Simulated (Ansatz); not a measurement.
# Rock-salt LuN: bulk modulus B0 by level of theory

No measured value is used here.

| level (code) | value (GPa) | cell (Å³/atom) |
|---|---|---|
| LDA (Ansatz) | … | 12.62 |
| PBEsol (Ansatz) | 184 | 12.99 |
| PBEsol+SOC (Ansatz) | 184 | 12.94 |
| HSE06 (Ansatz) | 184 | 13.45 |
| PBE0 (Ansatz) | 185 | 13.46 |

**Question.** Some entries are withheld; supply them.

**Answer.** 
- LDA (Ansatz, a program for electronic structure), value (GPa): 198

Density-functional levels without +SOC have no spin–orbit coupling. Each level is taken at its own relaxed cell. Cutoffs and k meshes differ between the levels. Ansatz's density-functional and Hartree–Fock values are scalar-relativistic unless marked +SOC, with PAW data made under PBE.
